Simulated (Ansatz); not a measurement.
**CsCl-type TiCo: elastic constant C12 by level of theory**

No measured value is used here.

Task: Put these levels in order of the elastic constant C12 that they give for CsCl-type TiCo, smallest first: LDA (Ansatz, a program for electronic structure), PBE (Ansatz), PBE-D3(BJ) (Ansatz).

Result: PBE (160 GPa), PBE-D3(BJ) (175 GPa), LDA (190 GPa)

Unless a cell is named, each level is at its own relaxed cell (LDA 12.21, PBE 13.12, PBE-D3(BJ) 12.63 Å³/atom).

The crystal itself was run without spin with PBE, LDA, PBE-D3(BJ); a magnetic state was not tried in these runs. PBE-D3(BJ): the dispersion coefficients are held fixed in the derivatives. Each level is taken at its own relaxed cell. Ansatz's density-functional and Hartree–Fock values are scalar-relativistic unless marked +SOC, with PAW data made under PBE.
